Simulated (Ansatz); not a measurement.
## HfN under a change: isotropic strain +0.33 %

Start from HfN in the rock salt structure (space group Fm-3m, No. 225; a = 4.548 Å; relaxed with 0.1 eV smearing).

Modification: an isotropic linear strain of +0.33 %; the atoms relax in the strained cell.

Calculations: PBE (Ansatz, a quantum-chemistry and plane-wave program; PAW; 420 eV plane waves; no spin-orbit coupling), earlier PAW set. Settings: 22×22×22 k-points, 0.1 eV Fermi–Dirac smearing.

The volume per atom rises by 0.12 Å³, from 11.76 Å³ to 11.88 Å³ and the space group remains Fm-3m (No. 225). The shortest interatomic distance goes up by 0.008 Å, from 2.274 Å to 2.282 Å and the energy rises by 0.9 meV/atom. The pressure goes from zero to -2.5 GPa and the band gap remains zero.

Final structure:

```
HfN
1.0
    0.00000     2.28165     2.28165
    2.28165     0.00000     2.28165
    2.28165     2.28165     0.00000
N Hf
1 1
Direct
  0.00000   0.00000   0.00000
  0.50000   0.50000   0.50000
```

No phonon test of stability was made. The final runs are not spin-polarised. An odd electron count without spin: HfN.
